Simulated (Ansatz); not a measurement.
The (111) surface of fcc Cu, p(2x2), one Cu site of the top plane empty (bottom of the slab: a bare face, its two planes held)

Method: PBE (plane waves to 420 eV, PAW; Ansatz, a first-principles code).

Slab: 23 atoms, 10.5 Å thick at the start with caps and adatoms (thin: gaps and levels are the slab's own); k 9x9x1, smearing 0.1 eV, dipole-corrected; 8 atoms held, the rest relaxed; start symmetry kept, larger cells not searched; no spin, no spin-orbit, no U. In PBE it lies 0.05 eV a 1x1 cell over the lowest computed structure of the same composition (one row in 4 of the top plane missing).

* **work function of the top face**: 4.45 eV
* **energy released by relaxation**: 0.052 eV
* **cost**: about 8 core-minutes (a rough figure)
